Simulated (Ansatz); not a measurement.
# MoSi2, response to strain

Base system: MoSi2 (space group I4/mmm, No. 139).

```
MoSi2
1.0
   -1.60108     1.60108     3.90975
    1.60108    -1.60108     3.90975
    1.60108     1.60108    -3.90975
Mo Si
1 2
Direct
  0.00000   0.00000   0.00000
  0.33530   0.33530   0.00000
  0.66470   0.66470   0.00000
```

Cartesian axes are those of the cell as printed.

Strains are applied to the cell and any free atomic positions relax; under biaxial strain the out-of-plane vector relaxes too; under stress the whole cell relaxes.

Level of theory: r2SCAN/PAW in Ansatz (a quantum-chemistry and plane-wave program), no SOC, earlier PAW set.

Notes on the quantities. pressure: mean of the normal stresses, compression positive; energy relative to the base: free energy F.

| case | pressure | energy relative to the base | shortest interatomic distance |
|---|---|---|---|
| base | 0.0 GPa | 0 meV/atom | 2.576 Å |
| biaxial strain −3.60 %, plane normal [001], relaxed out of plane | 13.7 GPa | +58 meV/atom | 2.548 Å |
| biaxial strain −3.17 %, plane normal [001], relaxed out of plane | 11.9 GPa | +45 meV/atom | 2.554 Å |
| biaxial strain −2.44 %, plane normal [001], relaxed out of plane | 8.9 GPa | +26 meV/atom | 2.565 Å |
| biaxial strain +0.62 %, plane normal [001], relaxed out of plane | -2.0 GPa | +1.6 meV/atom | 2.569 Å |
| biaxial strain +2.86 %, plane normal [001], relaxed out of plane | -8.4 GPa | +32 meV/atom | 2.546 Å |
| isotropic strain +1.01 % | -6.2 GPa | +8.1 meV/atom | 2.593 Å |
| isotropic strain +5.23 % | -23.5 GPa | +187 meV/atom | 2.651 Å |
| uniaxial strain ε_yy = +1.23 % | -2.5 GPa | +2.6 meV/atom | 2.574 Å |
| uniaxial stress, 0.5 GPa compression along x | – | 0.0 meV/atom | 2.577 Å |

A case with no gap was solved on a k-mesh chosen for an insulator, which is coarse for it. Without a gap, meshes like the base's 14×14×14 leave anisotropic stresses uncertain by several tenths of a GPa, and small strain energies with them. Stability under load was not tested beyond the relaxation. The final runs are not spin-polarised.
